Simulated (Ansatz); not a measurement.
Consider a 16-atom cell of (Ti,Nb)C started in the rock salt structure, site fractions Ti 0.750, Nb 0.250, short-range order -0.11 in the first shell of the mixed sites (0 is random, a negative value favours unlike neighbours), space group Cmmm at the end, an ordered arrangement that its symmetry holds. Its start:

```
CELL_PARAMETERS angstrom
     -0.00010     4.38298     4.38325
      4.38315     0.00000     4.38315
      4.38325     4.38298    -0.00010
ATOMIC_POSITIONS crystal
  Ti 0.00000 0.00000 0.00000
  Nb 0.00000 0.00000 0.50000
  Ti 0.00000 0.50000 0.00000
  Ti 0.00000 0.50000 0.50000
  Nb 0.50000 0.00000 0.00000
  Ti 0.50000 0.00000 0.50000
  Ti 0.50000 0.50000 0.00000
  Ti 0.50000 0.50000 0.50000
  C  0.25000 0.25651 0.25000
  C  0.24662 0.25338 0.74662
  C  0.25000 0.74349 0.25000
  C  0.25338 0.74662 0.75338
  C  0.74662 0.25338 0.24662
  C  0.75000 0.25651 0.75000
  C  0.75338 0.74662 0.25338
  C  0.75000 0.74349 0.75000
```

The mixing enthalpy is taken against the end members in the rock salt type (which need not be the stable form of NbC), relaxed in the same cell and mesh.

These are PBE (plane waves to 420 eV, PAW; Ansatz, a first-principles code) values and carry that method's errors. Scalar-relativistic, without spin–orbit coupling; the runs are not spin-polarised. Its k-point mesh 5×5×5, Fermi–Dirac width 0.05 eV.

```csv
end member,weight,volume per atom (Å³)
TiC,0.750,10.17
NbC,0.250,11.28
```

**Question.** Predict the alloy's volume, bond lengths and mixing enthalpy.

**Answer.** 
* **volume per atom**: 10.46 Å³
* **C–Ti bonds**: 2.182 Å on average, from 2.170 to 2.188 (36)
* **C–Nb bonds**: 2.203 Å on average, from 2.200 to 2.205 (12)
* **mixing enthalpy per site of the mixed sublattice**: -56 meV
* **departure of the mean lattice parameter from Vegard's line**: under 0.15 %, inside the noise of the relaxations
